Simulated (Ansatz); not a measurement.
The structure below was relaxed with PBEsol (Ansatz, a quantum-chemistry and plane-wave program, PAW, scalar-relativistic without spin-orbit coupling), at pressure 1.5 GPa.

```
Li2S
1.0
    0.00000     2.79602     2.79602
    2.79602     0.00000     2.79602
    2.79602     2.79602     0.00000
Li S
2 1
Direct
  0.25000   0.25000   0.25000
  0.75000   0.75000   0.75000
  0.00000   0.00000   0.00000
```

**Question.** Find the space group and the Wyckoff positions.

**Answer.** Space group Fm-3m (No. 225); a = b = c = 5.592 Å, α = β = γ = 90.00°

```json
[
 {"atom": "Li", "site": "8c", "symmetry": "-43m", "x": "0.2500", "y": "0.2500", "z": "0.2500"},
 {"atom": "S", "site": "4a", "symmetry": "m-3m", "x": "0.0000", "y": "0.0000", "z": "0.0000"}
]
```

**Question.** Describe the coordination.

**Answer.** The crystal has 12 atoms in its conventional cell. Lattice parameters: a = 5.592 Å, b = 5.592 Å, c = 5.592 Å, α = 90.00°, β = 90.00°, γ = 90.00°. Li sees 4 S at 2.421 Å (tetrahedral). S sees 8 Li at 2.421 Å (cubic). (Neighbours: up to the widest gap in distance over summed covalent radii, below 1.35, at either atom; cation-cation and far metal-metal contacts left out.)

Load acts through the strain it causes; cell and atoms are relaxed under it. Stability against distortions was not tested. The cell was made from Li$_{2}$S in the anti-fluorite structure (space group Fm-3m, No. 225) by this change: pressure 1.5 GPa.
